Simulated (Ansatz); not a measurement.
## Bulk modulus of BSi2As (model structure, started from the BC2N type, R3m, No. 160, 4 atoms in the cell) at several levels of theory

No measured value is used here.

```json
[
 {"level (code)": "LDA (Ansatz)", "value (GPa)": "110", "cell (Å³/atom)": "16.12"},
 {"level (code)": "PBE (Ansatz)", "value (GPa)": "99.4", "cell (Å³/atom)": "16.86"},
 {"level (code)": "PBEsol (Ansatz)", "value (GPa)": "106", "cell (Å³/atom)": "16.44"},
 {"level (code)": "r²SCAN (Ansatz)", "value (GPa)": "108", "cell (Å³/atom)": "16.62"}
]
```

LDA, PBE, PBEsol, r²SCAN: the bulk modulus is −V dP/dV from two relaxed cells at ±2 % in volume. Each level is taken at its own relaxed cell. Cutoffs differ between the levels. Ansatz's density-functional and Hartree–Fock values are scalar-relativistic unless marked +SOC, with PAW data made under PBE.

A model structure was made by putting elements into a prototype or built by hand; it is no filed structure, need not be a known phase, and can be a saddle point held by its symmetry.

Ansatz is a first-principles code.
